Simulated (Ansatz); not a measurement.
Results of rVV10 in Ansatz (plane waves, PAW) for SiO2 (P4₁2₁2, No. 92).

Run with plane-wave cutoff 520 eV, 8×8×6 k mesh (along the axes of the cell as run), Fermi–Dirac smearing 0.01 eV, scalar-relativistic PAW data made under PBE.

Shape and atoms are relaxed at each volume.

The direct gap at Γ against volume; x = 100 ln(V/13.898 Å³). One gap is withheld.

```tsv
V (Å³/atom)	x	gap (eV)
13.342	-4.08	?
13.620	-2.02	5.304
13.898	0.00	5.267
14.176	1.98	5.232
14.454	3.92	5.197
```

Task: Fit a straight line to the rows shown, give the volume deformation potential and predict the withheld gap.

Result: Means of the 4 rows: x̄ = 0.970, ȳ = 5.2500 eV. Σ(x − x̄)(y − ȳ) = -0.3525 and Σ(x − x̄)² = 19.604, so the slope is -0.0180 eV per unit of x, and dE_g/d ln V = -1.8 eV. At x = -4.08: 5.2500 + (-0.0180) × (-4.08 − (0.970)) = 5.341 eV. The run gives 5.341 eV, 0.000 eV below the line.

Note: the bulk modulus comes from volumes at which shape and atoms were relaxed.

Ansatz is an electronic-structure program.
